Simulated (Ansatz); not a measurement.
Take Cu₃N (space group Pm-3m, No. 221; a = 3.721 Å) as the base. Axes: x, y, z lie along the cube axes.

Calculations: Ansatz (a quantum-chemistry and plane-wave program), LDA, PAW, cutoff 420 eV, no spin-orbit coupling.

Strains are applied to the cell and any free atomic positions relax; under biaxial strain the out-of-plane vector relaxes too.

One change was made to it. Results:

| quantity | base | after |
|---|---|---|
| energy relative to the base (free energy F) | 0 meV/atom | +15 meV/atom |
| volume per atom | 12.88 Å³ | 13.37 Å³ |
| pressure (mean of the normal stresses, compression positive) | 0.0 GPa | -4.9 GPa |

Q: Which of these changes matches the shifts?
A) biaxial strain +2.40 %, plane normal [001], relaxed out of plane
B) biaxial strain +0.60 %, plane normal [001], relaxed out of plane
C) biaxial strain +1.20 %, plane normal [001], relaxed out of plane
D) biaxial strain +1.80 %, plane normal [001], relaxed out of plane

A: A, biaxial strain +2.40 %, plane normal [001], relaxed out of plane. For comparison, the energy relative to the base in the other runs: biaxial strain +1.20 %, plane normal [001], relaxed out of plane gives +3.9 meV/atom; biaxial strain +0.60 %, plane normal [001], relaxed out of plane gives +1.0 meV/atom; biaxial strain +1.80 %, plane normal [001], relaxed out of plane gives +8.6 meV/atom.

Whether these cells are dynamically stable was not tested. All final runs are without spin polarisation.
